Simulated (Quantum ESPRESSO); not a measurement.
Worked example: self-consistent single point of BaAlGe (P-6m2, 3 atoms in the cell) in Quantum ESPRESSO.

Computed with LDA (PZ), GBRV 1.5 ultrasoft (LDA) pseudopotentials (plane waves; Quantum ESPRESSO).

```
BaAlGe
1.0
    4.43750     0.00000     0.00000
   -2.21875     3.84298     0.00000
    0.00000     0.00000     5.32971
Ba Al Ge
1 1 1
Direct
  0.00000   0.00000   0.00000
  0.66667   0.33333   0.50000
  0.33333   0.66667   0.50000
```

Reference input (self-consistent single point, DFT, PBEsol, plane waves, GBRV 1.5 ultrasoft (PBESOL) pseudopotentials): ecutwfc = 50 Ry; ecutrho = 250 Ry; occupations = smearing; smearing = fermi-dirac; degauss = 0.0073499 Ry; potentials = {Ba: ba_pbesol_v1.uspp.F.UPF, Al: al_pbesol_v1.uspp.F.UPF, Ge: ge_pbesol_v1.4.uspp.F.UPF}; K_POINTS = automatic 6 6 4 0 0 0; conv_thr = 1e-10 Ry. This run's input differs from it in these lines:

```diff
@@ -24,5 +24,5 @@
 ATOMIC_SPECIES
-Ba   137.3270  ba_pbesol_v1.uspp.F.UPF
-Al    26.9815  al_pbesol_v1.uspp.F.UPF
-Ge    72.6300  ge_pbesol_v1.4.uspp.F.UPF
+Ba   137.3270  ba_lda_v1.uspp.F.UPF
+Al    26.9815  al_lda_v1.uspp.F.UPF
+Ge    72.6300  ge_lda_v1.4.uspp.F.UPF
 ATOMIC_POSITIONS angstrom
```

Log, with long lists cut:

```
     Self-consistent Calculation

     iteration #  1     ecut=    50.00 Ry     beta= 0.70

     Threshold (ethr) on eigenvalues was too large:
     Diagonalizing with lowered threshold

     negative rho (up, down):  9.262E-02 0.000E+00

     total energy              =    -290.17443207 Ry
     estimated scf accuracy    <       0.04365902 Ry

     iteration #  2     ecut=    50.00 Ry     beta= 0.70

     negative rho (up, down):  9.144E-02 0.000E+00

     total energy              =    -290.17997156 Ry
     estimated scf accuracy    <       0.01517238 Ry

     iteration #  3     ecut=    50.00 Ry     beta= 0.70

     negative rho (up, down):  9.042E-02 0.000E+00

     total energy              =    -290.18392879 Ry
     estimated scf accuracy    <       0.00127869 Ry

   [... 3 blocks of this kind left out ...]

     iteration #  7     ecut=    50.00 Ry     beta= 0.70

     negative rho (up, down):  9.014E-02 0.000E+00

     total energy              =    -290.18414336 Ry
     estimated scf accuracy    <          1.9E-09 Ry

     iteration #  8     ecut=    50.00 Ry     beta= 0.70

     negative rho (up, down):  9.014E-02 0.000E+00
     End of self-consistent calculation

     the Fermi energy is     7.2022 ev

!    total energy              =    -290.18414336 Ry
     estimated scf accuracy    <          4.0E-11 Ry
     smearing contrib. (-TS)   =      -0.00432365 Ry
     internal energy E=F+TS    =    -290.17981971 Ry

     convergence has been achieved in   8 iterations

     negative rho (up, down):  9.014E-02 0.000E+00

     Forces acting on atoms (cartesian axes, Ry/au):

     atom    1 type  1   force =     0.00000000   -0.00000000    0.00000000
   [... zero for the other atoms too ...]

     Total force =     0.000000     Total SCF correction =     0.000000

     negative rho (up, down):  9.014E-02 0.000E+00
          total   stress  (Ry/bohr**3)                   (kbar)     P=      -47.34
  -0.00031621  -0.00000000   0.00000000          -46.52       -0.00        0.00
  -0.00000000  -0.00031621   0.00000000           -0.00      -46.52        0.00
   0.00000000   0.00000000  -0.00033292            0.00        0.00      -48.97

   JOB DONE.
```

The run converged in 8 iterations. Against the reference run the pressure goes from -3.55 to -4.73 GPa.

The starting cell comes from a database of computed structures (which also holds hypothetical and non-ambient phases and stackings), without a prior relaxation at this level. Its lattice was rescaled by a random factor within 2.5 % of one. With a pressure of about -5 GPa the cell is away from its equilibrium volume at this level.

Cost on one core of a shared machine: roughly 60 s.
